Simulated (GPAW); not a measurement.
Worked example: self-consistent single point of BAs (F-43m, 2 atoms in the cell) in GPAW.

Method of the run: PBE, GPAW PAW datasets PBE (gpaw-data 1.0.1) (plane waves; GPAW).

```xyz
2
Lattice="0.0000 2.4108 2.4108 2.4108 0.0000 2.4108 2.4108 2.4108 0.0000" Properties=species:S:1:pos:R:3 pbc="T T T"
B      1.2054     1.2054     1.2054
As     0.0000     0.0000     0.0000
```

Reference input (self-consistent single point, DFT PBE, plane waves, GPAW PAW datasets PBE (gpaw-data 1.0.1)): mode = pw; ecut = 950 eV; xc = PBE; kpts = 6 6 6; mesh shift (steps) = 0.5 0.5 0.5; occupations.name = fermi-dirac; occupations.width = 0 eV; nbands = -8; convergence.bands = -6; symmetry.symmorphic = false; symmetry.tolerance = 0.0005; maxiter = 100. This run's input differs from it in these lines:

```diff
@@ -12,3 +12,3 @@
 
-calc = GPAW(mode={'name': 'pw', 'ecut': 950},
+calc = GPAW(mode={'name': 'pw', 'ecut': 1900},
             xc='PBE',
```

Output (repeated stretches shortened):

```
     iter     time        total  log10-change:
                         energy   eigst   dens
iter:   1 --:--:--   -11.948927   +0.74
iter:   2 --:--:--   -11.840530   -1.30  -0.72
iter:   3 --:--:--   -11.432311   -1.47  -0.76
iter:   4 --:--:--   -11.430523   -3.05  -1.23
iter:   5 --:--:--   -11.420166   -2.49  -1.33
iter:   6 --:--:--   -11.420553   -3.79  -2.03
iter:   7 --:--:--   -11.419140c  -3.97  -2.00
iter:   8 --:--:--   -11.419143c  -5.65  -3.18
iter:   9 --:--:--   -11.419140c  -5.77  -3.30
iter:  10 --:--:--   -11.419140c  -7.48c -3.66
iter:  11 --:--:--   -11.419140c  -9.43c -4.47c
Converged after 11 iterations.

Dipole moment: (-1.443719, -1.443719, -1.443719) |e|*Ang

Energy contributions relative to reference atoms: (reference = -62172.463167)

Kinetic:        +17.140794
Potential:      -15.414776
External:        +0.000000
XC:             -13.143819
Entropy (-ST):   +0.000000
Local:           -0.001339
SIC:             +0.000000
--------------------------
Free energy:    -11.419140
Extrapolated:   -11.419140

Showing only first 2 kpts
 Kpt  Band  Eigenvalues  Occupancy
  0     2      6.50921    2.00000
  0     3      6.83363    2.00000
  0     4     10.56554    0.00000
  0     5     11.82920    0.00000

  1     2      7.41031    2.00000
  1     3      7.41031    2.00000
  1     4     10.98080    0.00000
  1     5     11.15855    0.00000

Fermi level: 8.27548

Gap: 1.730 eV
Transition (v -> c):
   [... lines left out ...]
Direct/indirect transitions are different
Direct gap: 3.570 eV
Transition at: (s=0, k=1, n=3, [0.08, 0.08, 0.08])
Energy (eV): -11.41914

Forces in eV/Ang:
  0 B    -0.00000   -0.00000   -0.00000
  1 As    0.00000    0.00000    0.00000

Stress tensor:
     0.002957    -0.000000    -0.000000
    -0.000000     0.002957     0.000000
    -0.000000     0.000000     0.002957
Stress (GPa, Voigt): [ 0.4737  0.4737  0.4737  0.     -0.     -0.    ]
```

The run converged in 11 iterations. GPAW prints stress with tension positive. Against the reference run the free energy drops by 1.2 meV/atom and the gap on the mesh hardly changes (1.731 to 1.730 eV).

The starting cell comes from a database of computed structures (which also holds hypothetical and non-ambient phases and stackings), without a prior relaxation at this level. Its lattice was rescaled by a random factor within 2.5 % of one.
